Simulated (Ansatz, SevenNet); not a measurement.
## SnSe2 (model structure, started from the 3R-MoS2 type, R3m, No. 160, 3 atoms in the cell): properties by level of theory

```csv
level (code),lattice constant a (Å),c axis length (Å)
SevenNet-0,3.773,(withheld)
LDA (Ansatz),(withheld),16.786
PBE-D3(BJ) (Ansatz),(withheld),17.096
```

### Question
Some entries are withheld; supply them.

### Answer

- SevenNet-0, c axis length (Å): 21.132
- LDA (Ansatz, a quantum-chemistry and plane-wave program), lattice constant a (Å): 3.805
- PBE-D3(BJ) (Ansatz), lattice constant a (Å): 3.839

Caveats: the cell has another shape than the first-principles one, perhaps another minimum in the same group (SevenNet-0); the cell moved over 20 % in volume from its start (SevenNet-0). Ansatz's density-functional and Hartree–Fock values are scalar-relativistic unless marked +SOC, with PAW data made under PBE.

A model structure was made by putting elements into a prototype or built by hand; it is no filed structure, need not be a known phase, and can be a saddle point held by its symmetry.
